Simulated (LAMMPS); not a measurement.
Pressure dependence of CoAl (CsCl type) at 2470 K, from the melt.

All values are model results, not measurements: classical MD, pair style eam/alloy, file CoAl.eam.alloy, run in LAMMPS.

```json
[
 {"P (GPa)": "0", "state": "liquid", "volume": "15.613 ± 0.003 Å³/atom", "coordination number of Al by Co": "6.22 (counted to 3.54 Å)", "self-diffusion coefficient of Al (not corrected for cell size)": "(1.72 ± 0.03) × 10^-4 cm²/s", "viscosity": "-"},
 {"P (GPa)": "2", "state": "liquid", "volume": "14.965 ± 0.002 Å³/atom", "coordination number of Al by Co": "6.45 (counted to 3.54 Å)", "self-diffusion coefficient of Al (not corrected for cell size)": "(1.41 ± 0.02) × 10^-4 cm²/s", "viscosity": "1.50 ± 0.09 mPa s"},
 {"P (GPa)": "5", "state": "liquid", "volume": "14.224 ± 0.002 Å³/atom", "coordination number of Al by Co": "6.60 (counted to 3.50 Å)", "self-diffusion coefficient of Al (not corrected for cell size)": "(1.16 ± 0.02) × 10^-4 cm²/s", "viscosity": "1.70 ± 0.07 mPa s"}
]
```

Caution (rows 2; 5): a run this short can hold a crystal over, or a liquid under, the potential's own melting point, which these runs don't give.

Estimate the isothermal bulk modulus at zero pressure. A parabola P(ln V) through the three points gives −dP/d ln V = 42 GPa at zero pressure.

States go by the mean squared displacement: a species diffuses where it passes 1.5 Å², still rises and gives D over 1e-6 cm²/s; a crystal has left its structure where atoms lie 0.35 Å off their sites on average or a cubic box changes its shape by 3 %, or the axial ratios of another lie 8 % off the starting cell's, which the potential's own relaxation can also do.

Errors of D are the spread over four groups of atoms in one short run; a floor of about 5 %, a picked value, is safer.

Uncertainties are statistical and leave out the potential's own error.
